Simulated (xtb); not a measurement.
xtb 6.7.1, GFN1-xTB: In(Me)(Et) (C[CH2][In][CH3]), charge 0, multiplicity 2, 12 atoms. The geometry is a generated start, not checked to be a minimum at this level.

```
Quantity                                                                                                        Value
------------------------  -------------------------------------------------------------------------------------------
method                                                                                                       GFN1-xTB
--acc                                                                                                     1 (default)
--etemp (K)                                                                                             300 (default)
detailed input (--input)  none: ANC optimiser, Lindh (1995) Hessian, microcycle=20, maxdispl=1.0, hlow=0.01 (default)
basis functions                                                                                                    38
valence electrons                                                                                                  23
```

```xyz
12

In     0.6068     0.6127     1.0820
C     -1.2357     1.9453     1.8578
H     -1.7102     1.4488     2.7040
H     -1.9511     2.0238     1.0388
H     -0.9121     2.9422     2.1567
C      0.3438    -1.3211    -0.4255
C      1.0737    -1.0542    -1.7253
H     -0.7326    -1.4277    -0.5790
H      0.7282    -2.2118     0.0746
H      2.1343    -0.8652    -1.5415
H      0.6536    -0.1847    -2.2351
H      1.0014    -1.9080    -2.4076
```

Charge 0 and multiplicity 2 are set for this test and not shown to be the ground state. GFN-xTB has no spin term: --uhf 1 sets the occupations alone.

The structure is relaxed from this start with --opt LEVEL for the levels crude, sloppy, loose, lax, normal, tight, vtight, extreme, once each. Up to the end of the extreme run atoms move by at most 1.1 Å along an axis.

### Question
Choose the cheapest level whose final energy lies within 1 meV of that of extreme.

### Answer
normal: 31 cycles against 67, ending 0.75 meV above.

```csv
level,cycles,energy above the extreme run (meV),gradient norm (eV/Å)
crude,4,43,0.14
sloppy,5,41,0.11
loose,7,37,0.088
lax,27,2.0,0.032
normal,31,0.75,0.012
tight,34,0.61,0.0054
vtight,66,under 0.01,0.0017
extreme,67,—,0.0017
```
